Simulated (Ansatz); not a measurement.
## Ta2O5: carrier doping

Start from Ta₂O₅ (space group C2, No. 5; a = 5.9244 Å, b = 5.0763 Å, c = 5.7491 Å, α = γ = 90.00°, β = 117.45°; a cell from a computed database, its experimental status unchecked).

Carriers are added at fixed cell with a uniform background; the Fermi–Dirac width is that of 300 K.

Method: plane-wave PAW DFT at the PBEsol level (Ansatz, a quantum-chemistry and plane-wave program, 420 eV), no spin-orbit coupling.

Notes on the quantities. Fermi level from band edge: Fermi level relative to the doped band's edge (positive inside the band; to 0.05 eV).

| variant | gap between the host's bands | Fermi level from band edge | gap character |
|---|---|---|---|
| undoped | 2.40 eV | – | indirect, Γ → V₂ |
| electrons 5.0×10^21 cm⁻³ | 2.39 eV | +0.45 eV | indirect, M₂ → V₂ |
| electrons 7.0×10^21 cm⁻³ | 2.38 eV | +0.50 eV | indirect, M₂ → V₂ |
| electrons 1.0×10^22 cm⁻³ | 2.35 eV | +0.60 eV | indirect, M₂ → V₂ |
| holes 3.0×10^21 cm⁻³ | 2.47 eV | +0.20 eV | indirect, Γ → V₂ |
| holes 5.0×10^21 cm⁻³ | 2.51 eV | +0.25 eV | indirect, Γ → V₂ |
| holes 7.0×10^21 cm⁻³ | 2.56 eV | +0.30 eV | indirect, Γ → V₂ |
| holes 1.0×10^22 cm⁻³ | 2.64 eV | +0.35 eV | indirect, Γ → V₂ |

Charged cell with a jellium background: band edges are those of the host's band count, energies are not comparable with the neutral cell, and many-body gap narrowing is missing. Spin-orbit coupling, missing from the scalar runs, can matter with Ta. Whether these cells are dynamically stable was not tested.
